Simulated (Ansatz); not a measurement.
Consider CdSe in the zinc blende structure (space group F-43m, No. 216; a = 6.0075 Å). Axes: x, y, z lie along the cube axes.

Calculations: LDA in Ansatz (plane waves to 420 eV, PAW, no SOC).

Perturbation: tensile biaxial strain of 1.67 % in the plane normal to [111], as in epitaxy on a mismatched substrate; the out-of-plane cell vector and the atoms relax.

Task: Predict the new out-of-plane strain and in-plane stress.

Result: The out-of-plane strain is -1.52 %; the mean in-plane stress (compression positive) comes out as -1.5 GPa.

Stability against distortions was not tested.

Ansatz is a quantum-chemistry and plane-wave program.
